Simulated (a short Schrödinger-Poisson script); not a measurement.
Stack: gated Al0.33Ga0.67N/GaN polarisation-induced gas, at 300 K.

```
layer       material  thickness (nm)  Na (cm⁻³)
-----  -------------  --------------  ---------
1      Al0.33Ga0.67N              20          -
2                GaN            6000       1e14
```

The device is made up for the run: typed textbook-type constants, with dimensions and the other settings drawn at random. Al0.33Ga0.67N: permittivity 9.3, conduction-band edge (eV) 0.462, gap (eV) 4.09, electron mass (mₑ) 0.24, Nv at 300 K (cm⁻³) 4.6e19. GaN: permittivity 9.5, conduction-band edge (eV) 0, gap (eV) 3.43, Nv at 300 K (cm⁻³) 4.6e19.

Channel valleys (confinement mass, in-plane density-of-states mass, number): Γ 0.2, 0.2, 1. At the gate the conduction-band edge of layer 1 lies 1.27 eV − eVg above the Fermi level of the channel; the field vanishes at the back. Sheet of polarisation charge: +1.6e13 e/cm² at 20 nm from the gate. The barrier under the gate holds no holes. Gaps are held at their typed values at every temperature. Mesh 0.08 nm at interfaces.

Solved with a short Schrödinger-Poisson script written for these runs: 1D Poisson equation in equilibrium, electrons quantum, Hartree plus LDA exchange-correlation (BenDaniel-Duke, 40 states a valley, the channel's in-plane mass for all, wave functions free to enter the barrier), parabolic valleys, classical holes, full ionisation, no traps, pinning or gate leakage.

The same stack at other levels of the model or other numerical settings:

```json
[
 {"run": "base", "sheet density of all electrons at Vg = 0.5 V (cm⁻²)": "1.42e13", "sheet density of all electrons at Vg = -3.5 V (cm⁻²)": "4.43e12", "capacitance at Vg = 0.5 V (μF/cm²)": "0.398", "centroid of the channel electrons at Vg = 0.5 V (nm)": "1.99", "rough cost against the base": "about 1"},
 {"run": "electrons treated as classical, Boltzmann", "sheet density of all electrons at Vg = 0.5 V (cm⁻²)": "[?]", "sheet density of all electrons at Vg = -3.5 V (cm⁻²)": "4.63e12", "capacitance at Vg = 0.5 V (μF/cm²)": "[?]", "centroid of the channel electrons at Vg = 0.5 V (nm)": "0.95", "rough cost against the base": "0.01"},
 {"run": "electrons treated as classical, Fermi-Dirac", "sheet density of all electrons at Vg = 0.5 V (cm⁻²)": "1.41e13", "sheet density of all electrons at Vg = -3.5 V (cm⁻²)": "4.45e12", "capacitance at Vg = 0.5 V (μF/cm²)": "0.390", "centroid of the channel electrons at Vg = 0.5 V (nm)": "1.94", "rough cost against the base": "0.06"},
 {"run": "electrons treated as quantum, Hartree", "sheet density of all electrons at Vg = 0.5 V (cm⁻²)": "1.41e13", "sheet density of all electrons at Vg = -3.5 V (cm⁻²)": "4.35e12", "capacitance at Vg = 0.5 V (μF/cm²)": "0.398", "centroid of the channel electrons at Vg = 0.5 V (nm)": "2.19", "rough cost against the base": "0.6"},
 {"run": "mesh six times as coarse", "sheet density of all electrons at Vg = 0.5 V (cm⁻²)": "1.42e13", "sheet density of all electrons at Vg = -3.5 V (cm⁻²)": "4.43e12", "capacitance at Vg = 0.5 V (μF/cm²)": "0.399", "centroid of the channel electrons at Vg = 0.5 V (nm)": "[?]", "rough cost against the base": "0.3"},
 {"run": "one subband a valley", "sheet density of all electrons at Vg = 0.5 V (cm⁻²)": "1.42e13", "sheet density of all electrons at Vg = -3.5 V (cm⁻²)": "4.42e12", "capacitance at Vg = 0.5 V (μF/cm²)": "0.396", "centroid of the channel electrons at Vg = 0.5 V (nm)": "1.54", "rough cost against the base": "0.3"}
]
```

Problem. Complete the blanks.

Solution. 
- mesh six times as coarse, centroid of the channel electrons at Vg = 0.5 V (nm): 1.92
- electrons treated as classical, Boltzmann, capacitance at Vg = 0.5 V (μF/cm²): 0.407
- electrons treated as classical, Boltzmann, sheet density of all electrons at Vg = 0.5 V (cm⁻²): 1.47e13

The classical rows ignore confinement, and Boltzmann statistics overrate the density once the band edge passes the Fermi level.
